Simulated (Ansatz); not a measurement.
Take BP in the zinc blende structure (space group F-43m, No. 216; a = 4.5202 Å) as the base. Axes: x, y, z lie along the cube axes.

Perturbation: uniaxial stress, 2 GPa tension along z, with the cell and atoms free to relax against it.

Levels (all Ansatz, a quantum-chemistry and plane-wave program, PAW, earlier PAW set): PBEsol (420 eV, no SOC); r2SCAN (500 eV, without spin-orbit coupling); HSE06 (420 eV, without spin-orbit coupling); PBEsol+SOC (420 eV, with spin-orbit coupling); HSE06+SOC (420 eV, noncollinear with spin-orbit coupling).

One geometry, relaxed with PBEsol, under each level:

The valence-band top lists the three highest levels at Γ (Kramers pairs under SOC), from the VBM.

```csv
level,band gap,lowest conduction level above the VBM at special points,valence-band top at Γ,electron mass,pressure
PBEsol,1.08 eV,X 1.16 eV; M 1.24 eV; S 2.08 eV; S₀ 2.08 eV,"0.00, 0.00, -0.07 eV","1.3 mₑ along k, 0.22 mₑ across (off the special points)",-0.67 GPa
r2SCAN,1.36 eV,X 1.43 eV; M 1.52 eV; S 2.43 eV; S₀ 2.43 eV,–,"1.2 mₑ along k, 0.22 mₑ across (off the special points)",1.16 GPa
HSE06,?,?,–,–,–
PBEsol+SOC,1.07 eV,X 1.15 eV; M 1.23 eV; S 2.07 eV; S₀ 2.07 eV,"0.00, -0.02, -0.09 eV","1.3 mₑ along k, 0.22 mₑ across (off the special points)",-0.67 GPa
HSE06+SOC,?,?,?,–,–
```

Q: Give the withheld HSE06 and HSE06+SOC results.

A: 
- HSE06, band gap: 1.91 eV
- HSE06, lowest conduction level above the VBM at special points: X 1.99 eV; M 2.08 eV; S 2.99 eV; Γ 4.31 eV
- HSE06+SOC, band gap: 1.89 eV
- HSE06+SOC, lowest conduction level above the VBM at special points: X 1.98 eV; M 2.06 eV; S 2.97 eV; Γ 4.27 eV
- HSE06+SOC, valence-band top at Γ: 0.00, -0.02, -0.10 eV

Single points use the geometry relaxed with PBEsol. Their cutoffs differ, which shifts pressures a little. HSE06 gaps are upper bounds (no full band path). The spin-orbit shifts are approximate. Load acts through the strain it causes; cell and atoms are relaxed under it. Effective masses come from finite differences of ±0.01 Å⁻¹. Along k means along the line from Γ to the band edge. Stability under load was not tested beyond the relaxation. Labels are those of the standard path for the cell's own space group.
